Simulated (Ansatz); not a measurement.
NaH (model structure, started from the CsCl type, Pm-3m, No. 221, 2 atoms in the cell), treated with dielectric-dependent PBEsol hybrid (Ansatz, a program for electronic structure, PAW).

Numerical settings: plane-wave cutoff 460 eV, 8×8×8 k mesh, Fermi–Dirac smearing 0.01 eV, scalar-relativistic PAW data made under PBE.

Cell (relaxed with PBEsol):

```xyz
2
Lattice="2.9375 0.0000 0.0000 0.0000 2.9375 0.0000 0.0000 0.0000 2.9375" Properties=species:S:1:pos:R:3 pbc="T T T"
Na     0.0000     0.0000     0.0000
H      1.4687     1.4687     1.4687
```

What does this level give for the band gap, smallest direct gap on the k points sampled and direct gap at Γ?


- band gap = 2.67 eV (on the SCF k mesh) (indirect)
- smallest direct gap on the k points sampled = 6.67 eV
- direct gap at Γ = 18.18 eV

Note: the relaxation could raise the start's symmetry but not lower it, so the cell can be a saddle point; cell and atoms aren't relaxed at this level (pressure -0.4 GPa).

Computed values are for the static lattice.

It cost around 40 core-seconds (rough) of CPU time.

A model structure was made by putting elements into a prototype or built by hand; it is no filed structure, need not be a known phase, and can be a saddle point held by its symmetry.
